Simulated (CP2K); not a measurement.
Worked example: self-consistent single point of Lu2AlSi2 (P1, 5 atoms in the cell) in CP2K.

Method: LDA (Pade form), GPW, DZVP-MOLOPT-SR-GTH basis, GTH-PADE potentials (GTH_POTENTIALS) (CP2K 2026.2).

The change in words: lattice scaled by 0.98. Reference geometry:
```xyz
5
Lattice="5.4422 0.0000 0.0000 1.0937 5.3311 0.0000 -2.5813 -3.5073 3.2638" Properties=species:S:1:pos:R:3 pbc="T T T"
Lu     2.6922    -0.6804     1.6050
Lu     1.1475     2.5807     1.6812
Al     0.0088    -0.0755    -0.0251
Si     0.0907    -0.1092     2.5716
Si     3.9698     1.9320     0.6950
```

Reference input (self-consistent single point, DFT LDA (Pade form), GPW, DZVP-MOLOPT-SR-GTH basis, GTH-PADE potentials (GTH_POTENTIALS)): CUTOFF = 500 Ry; REL_CUTOFF = 40 Ry; SMEAR/METHOD = GAUSSIAN; SIGMA = 0.05 eV; KPOINTS/SCHEME = MONKHORST-PACK 4 5 5; GAMMA_CENTERED = T; XC_FUNCTIONAL = PADE; Lu/BASIS_SET = DZVP-MOLOPT-SR-GTH-q25; Lu/POTENTIAL = GTH-PADE-q25; Al/BASIS_SET = DZVP-MOLOPT-SR-GTH-q3; Al/POTENTIAL = GTH-PADE-q3; Si/BASIS_SET = DZVP-MOLOPT-SR-GTH-q4. This run's input differs from it in these lines:

```diff
@@ -64,4 +64,4 @@
     &CELL
-      ABC 5.44215800 5.44215831 5.44215846
-      ALPHA_BETA_GAMMA 136.60555600 118.31524478 78.40667293
+      ABC 5.33331600 5.33331566 5.33331566
+      ALPHA_BETA_GAMMA 136.60556181 118.31523971 78.40667911
       PERIODIC XYZ
@@ -69,7 +69,7 @@
     &COORD
-      Lu       2.69221896    -0.68039861     1.60501062
-      Lu       1.14745665     2.58073190     1.68120501
-      Al       0.00879223    -0.07546364    -0.02514137
-      Si       0.09069333    -0.10919946     2.57161701
-      Si       3.96982590     1.93200363     0.69499599
+      Lu       2.63837540    -0.66679096     1.57291033
+      Lu       1.12450760     2.52911731     1.64758083
+      Al       0.00861640    -0.07395437    -0.02463855
+      Si       0.08887976    -0.10701588     2.52018455
+      Si       3.89043004     1.89336368     0.68109603
     &END COORD
```

Log, with long lists cut:

```
 SCF WAVEFUNCTION OPTIMIZATION

  Step     Update method      Time    Convergence         Total energy    Change
     1 NoMix/Diag. 0.30E+00      -     2.44179225      -536.2886133524 -5.36E+02
     2 Broy./Diag. 0.30E+00      -     0.05330303      -537.0288103029 -7.40E-01
     3 Broy./Diag. 0.30E+00      -     0.01743597      -535.6412147458  1.39E+00
     4 Broy./Diag. 0.30E+00      -     0.01591207      -535.1690234264  4.72E-01
     5 Broy./Diag. 0.30E+00      -     0.00372844      -535.1164742364  5.25E-02
     6 Broy./Diag. 0.30E+00      -     0.00089419      -535.1504432316 -3.40E-02
   [... 4 lines left out ...]
    11 Broy./Diag. 0.30E+00      -     0.00000092      -535.1347573533  3.27E-05
    12 Broy./Diag. 0.30E+00      -     0.00000083      -535.1347606831 -3.33E-06
    13 Broy./Diag. 0.30E+00      -     0.00000019      -535.1347587349  1.95E-06
    14 Broy./Diag. 0.30E+00      -     0.00000005      -535.1347593318 -5.97E-07
  *** SCF run converged in    14 steps ***

  Overlap energy of the core charge distribution:               0.00000000000423
  Self energy of the core charge distribution:               -735.65182378501447
  Core Hamiltonian energy:                                    203.80513661560644
  Hartree energy:                                              45.75601436818238
  Exchange-correlation energy:                                -49.04395355739439
  Smearing free energy correction:                             -0.00013297314521
  Fermi energy:                                                 0.33066171627403

  Total energy:                                              -535.13475933176267
  Total energy (extrapolated to sigma->0):                   -535.13469284519010

                     Mulliken Population Analysis

   [... lines left out ...]

 STRESS| Analytical stress tensor [bar]
 STRESS|                        x                   y                   z
 STRESS|      x        3.18865320663E+02  -8.77013430524E+03   1.37745178378E+03
 STRESS|      y       -8.77013430524E+03   1.70001948837E+04   5.31423425903E+03
 STRESS|      z        1.37745178378E+03   5.31423425903E+03   1.40188943756E+04
 STRESS| 1/3 Trace                                             1.04459848600E+04
```

The run converged in 14 iterations. Against the reference run the free energy drops by 14.2 meV/atom, the pressure goes from -4.80 to 1.04 GPa and the largest force goes from 1.202 to 1.424 eV/Å.

The starting cell comes from a database of computed structures (which also holds hypothetical and non-ambient phases and stackings), without a prior relaxation at this level. Its atoms were displaced at random from the sites of space group no. 71. For this run, on top of that: lattice scaled by 0.98. Values carry the incompleteness of an atom-centred basis. Forces in this geometry exceed 1 eV/Å.

Cost on one core of a shared machine: roughly 2 min.
